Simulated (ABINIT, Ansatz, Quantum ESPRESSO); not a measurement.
# Ga3Tc (I4/mmm, 4 atoms in the cell) computed with different codes at matched settings

Self-consistent single point.

```yaml
crystal:
  lattice:
    - [-1.89565, 1.89565, 4.04575]
    - [1.89565, -1.89565, 4.04575]
    - [1.89565, 1.89565, -4.04575]
  atoms:
    - { symbol: Ga, position: [0.75000, 0.25000, 0.50000] }
    - { symbol: Ga, position: [0.25000, 0.75000, 0.50000] }
    - { symbol: Ga, position: [0.50000, 0.50000, 0.00000] }
    - { symbol: Tc, position: [0.00000, 0.00000, 0.00000] }
```

Shared settings, as Ansatz (a program for electronic structure) writes them: kpoints.mp_grid.grid = 9 9 9; scf.occupations.method = gaussian; scf.occupations.width = 0.1 eV. Potentials and cutoffs stand in the table.

```tsv
code	model	pressure (GPa)	cutoff
Ansatz	PBEsol, PAW files	-1.60	500 eV
Quantum ESPRESSO	PBEsol, GBRV 1.5 ultrasoft (PBESOL) pseudopotentials	-1.87	50 Ry
ABINIT	PBEsol, PAW (JTH v2.0 PBE PAW, files made for PBE)	-1.44	40 Ry
```

On Ansatz's run: spin polarisation is off.

The spread over the programs that give each value: pressure within 0.43 GPa.

Ansatz's pressure is given at a fixed set of plane waves, as the other plane-wave codes print theirs.

The starting cell comes from a database of computed structures (which also holds hypothetical and non-ambient phases and stackings), without a prior relaxation at this level.

Left out of this page: Elk (not drawn, or without a comparable value); FLEUR (with a known weakness of the program); SIESTA (unsound by tests on forces, stress, charge or solver warnings).

Keys are those of Ansatz 0.2.
